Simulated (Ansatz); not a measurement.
The starting structures come from a database of crystals and need not be the phases stable at ambient conditions.

 Where the default PAW files enter, the runs use the earlier of Ansatz's two default sets.

Evanescent states of Cs$_{2}$KYF$_{6}$ (Fm-3m, not sure to be the ambient phase, 10 atoms a cell, 22.3 Å³ an atom, -2 GPa at this level) along the normal of (111)

Calculation: r2SCAN (plane waves, PAW; Ansatz, an electronic-structure program).

No gap correction and no spin-orbit coupling; mid-gap values are interpolated between computed energies.

Energies count from the valence-band top; κ is the least over a 6×6 mesh across the current.

```json
[
 {"E (eV)": "0.17", "κ (1/Å)": "0.304", "where": "Γ"},
 {"E (eV)": "0.49", "κ (1/Å)": "0.398", "where": "Γ"},
 {"E (eV)": "0.82", "κ (1/Å)": "0.449", "where": "Γ"},
 {"E (eV)": "1.16", "κ (1/Å)": "0.482", "where": "Γ"},
 {"E (eV)": "1.49", "κ (1/Å)": "0.504", "where": "Γ"},
 {"E (eV)": "1.81", "κ (1/Å)": "(withheld)", "where": "Γ"},
 {"E (eV)": "2.15", "κ (1/Å)": "(withheld)", "where": "Γ"},
 {"E (eV)": "2.48", "κ (1/Å)": "(withheld)", "where": "Γ"},
 {"E (eV)": "2.81", "κ (1/Å)": "(withheld)", "where": "Γ"},
 {"E (eV)": "3.13", "κ (1/Å)": "(withheld)", "where": "Γ"},
 {"E (eV)": "3.46", "κ (1/Å)": "(withheld)", "where": "Γ"},
 {"E (eV)": "3.79", "κ (1/Å)": "(withheld)", "where": "Γ"},
 {"E (eV)": "4.12", "κ (1/Å)": "(withheld)", "where": "Γ"},
 {"E (eV)": "4.46", "κ (1/Å)": "(withheld)", "where": "Γ"},
 {"E (eV)": "4.79", "κ (1/Å)": "(withheld)", "where": "Γ"},
 {"E (eV)": "5.12", "κ (1/Å)": "(withheld)", "where": "Γ"},
 {"E (eV)": "5.45", "κ (1/Å)": "(withheld)", "where": "Γ"},
 {"E (eV)": "5.78", "κ (1/Å)": "0.391", "where": "Γ"},
 {"E (eV)": "6.11", "κ (1/Å)": "0.352", "where": "Γ"},
 {"E (eV)": "6.43", "κ (1/Å)": "0.304", "where": "Γ"},
 {"E (eV)": "6.76", "κ (1/Å)": "0.240", "where": "Γ"},
 {"E (eV)": "7.09", "κ (1/Å)": "0.138", "where": "Γ"}
]
```

Q: Complete the blanks.

A: 
- 1.81, κ (1/Å): 0.520
- 2.15, κ (1/Å): 0.529
- 2.48, κ (1/Å): 0.534
- 2.81, κ (1/Å): 0.535
- 3.13, κ (1/Å): 0.533
- 3.46, κ (1/Å): 0.527
- 3.79, κ (1/Å): 0.518
- 4.12, κ (1/Å): 0.506
- 4.46, κ (1/Å): 0.491
- 4.79, κ (1/Å): 0.472
- 5.12, κ (1/Å): 0.450
- 5.45, κ (1/Å): 0.423
